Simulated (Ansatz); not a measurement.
H on the 1x1 (110) surface of zinc-blende GaAs (cut with top plane As + Ga), one in a 2x1 cell, started at the site 'top Ga'

Host crystal: zinc-blende GaAs, with a band gap (PBE, scalar-relativistic without spin-orbit coupling).

These are r2SCAN, at the PBE geometry and the start's symmetry (plane waves to 500 eV, PAW; Ansatz, an electronic-structure program) values and carry that method's errors.

Slab: 21 atoms, 8.6 Å thick at the start under the adsorbate (thin: gaps and levels are the slab's own); k 3x4x1, smearing 0.01 eV, dipole-corrected; single point; on the structure that PBE left under its start's symmetry; spin-polarised, ending with about 0.8 μB a cell, a value that depends on the mesh; orders that need a larger cell were not tried, no spin-orbit, no U, no dispersion correction. The slab shows no gap over 0.04 eV on its mesh. The program's check for a lower electronic state was not made. It is one chosen start, not shown to be the lowest state of the adsorbate.

| Property | Value |
|---|---|
| adsorption energy against ½ H2(g) at the same level | 0.85 eV |
| change of the step from the bottom to the top vacuum level, against the clean slab | 0.47 eV |
| height of the binding atom over the mean of the host atoms within 0.3 Å of the top one | 1.182 Å |
| nearest host atoms of the binding atom | Ga at 1.57 Å, As at 3.34 Å, As at 3.42 Å |
| note | in the relaxation the adsorbate left its starting site by 1.4 Å |

A negative adsorption energy means that the adsorbate is more stable on the surface than in its reference.
